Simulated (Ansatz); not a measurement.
Pd under a change: pressure 0.7 GPa

Take Pd in the fcc (Cu type) structure (space group Fm-3m, No. 225; a = 3.908 Å) as the base.

Now apply this change: cell and atoms relaxed at a pressure of 0.7 GPa.

Calculations: r2SCAN (Ansatz, a first-principles code; PAW; 500 eV plane waves; scalar-relativistic without spin-orbit coupling). Γ-centred 20×20×20 mesh, Fermi–Dirac width 0.05 eV.

The volume per atom drops by 0.06 Å³ (14.93 Å³ → 14.87 Å³) and the band gap stays zero.

Final structure:

```
CELL_PARAMETERS angstrom
      0.00000     1.95173     1.95173
      1.95173     0.00000     1.95173
      1.95173     1.95173     0.00000
ATOMIC_POSITIONS crystal
  Pd 0.00000 0.00000 0.00000
```

Load acts through the strain it causes; cell and atoms are relaxed under it. Whether these cells are dynamically stable was not tested. The final runs are not spin-polarised. Pd has a high density of states at the Fermi level and may be magnetic at this level.
